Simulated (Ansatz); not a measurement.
**What Co → Al does to CoSn**

The parent structure is CoSn (space group P6/mmm, No. 191; a = 5.218 Å, c = 4.172 Å; non-magnetic).

Perturbation: Al takes the place of Co on all its sites; the structure is relaxed again.

Computed with DFT with PBEsol, PAW potentials and a 420 eV plane-wave cutoff in Ansatz (a first-principles code), no SOC. Settings: 10×10×9 k-points, 0.05 eV Fermi–Dirac smearing, for the changed cell.

```json
[
 {"quantity": "volume per atom", "base": "16.40 Å³", "changed": "23.77 Å³", "shift": "+7.37 Å³"},
 {"quantity": "density", "base": "9.00 g/cm³", "changed": "5.09 g/cm³", "shift": "-3.91 g/cm³"},
 {"quantity": "c/a ratio", "base": "0.800", "changed": "0.887", "shift": "+0.0877"},
 {"quantity": "space group", "base": "P6/mmm (No. 191)", "changed": "P6/mmm (No. 191)", "shift": "–"},
 {"quantity": "shortest interatomic distance", "base": "2.573 Å", "changed": "2.852 Å", "shift": "+0.279 Å"},
 {"quantity": "band gap", "base": "zero", "changed": "zero", "shift": "–"}
]
```

Final structure:

```yaml
crystal:
  lattice:
    - [5.70394, 0.00000, 0.00000]
    - [-2.85197, 4.93976, 0.00000]
    - [0.00000, 0.00000, 5.06126]
  atoms:
    - { symbol: Al, position: [0.50000, 0.00000, 0.00000] }
    - { symbol: Al, position: [0.50000, 0.50000, 0.00000] }
    - { symbol: Al, position: [0.00000, 0.50000, 0.00000] }
    - { symbol: Sn, position: [0.00000, 0.00000, 0.00000] }
    - { symbol: Sn, position: [0.33333, 0.66667, 0.50000] }
    - { symbol: Sn, position: [0.66667, 0.33333, 0.50000] }
```

Cost of the whole job for the changed cell (relaxation, final SCF and bands): roughly 2.2 core-minutes.

Whether these cells are dynamically stable was not tested. As relaxed here, AlSn is a hypothetical phase, not in the database extracts checked. Seeded moments were not kept for the base. The final runs are not spin-polarised.
